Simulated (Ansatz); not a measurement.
N on the 1x1 (111) surface of fcc Ni, ferromagnetic, one in a 2x1 cell, energies for each (10.7 Å²). Energies are against ½ N2(g), without zero-point or thermal terms; each row is named by its start.

Computed with PBE (plane waves to 420 eV, PAW; Ansatz, a program for electronic structure).

Set-up: 9 atoms, 6.0 Å thick at the start under the adsorbate (thin: gaps and levels are the slab's own); mesh 7x14x1; 0.1 eV smearing; dipole correction on; 4 atoms held, the rest relaxed; each run with such symmetry as its start has; spin-polarised, no spin-orbit, no U, no dispersion correction.

A negative adsorption energy means that the adsorbate is more stable on the surface than in its reference. Heights count from the host atoms within 0.3 Å of the top one.

```
starting site                           E_ads (eV)  height (Å)  nearest host atom (Å)  bonded to  Δ work function (eV)  lateral drift (Å)  moment (μB)
--------------------------------------  ----------  ----------  ---------------------  ---------  --------------------  -----------------  -----------
top Ni                                        0.46        1.03                Ni 1.73       3 Ni                  1.24                1.4          3.7
hollow Ni-Ni-Ni over Ni at depth 2.0 Å        0.52        1.03                Ni 1.73       3 Ni                   ___                0.1          3.9
hollow Ni-Ni-Ni over Ni at depth 4.0 Å        0.46        1.03                Ni 1.73       3 Ni                  1.24                0.0          3.7
bridge Ni-Ni (span 2.5 Å)                     0.46        1.03                Ni 1.73       3 Ni                  1.24                0.8          3.7
```

### Question
Fill in the missing entries.

### Answer

- hollow Ni-Ni-Ni over Ni at depth 2.0 Å, Δ work function (eV): 1.21
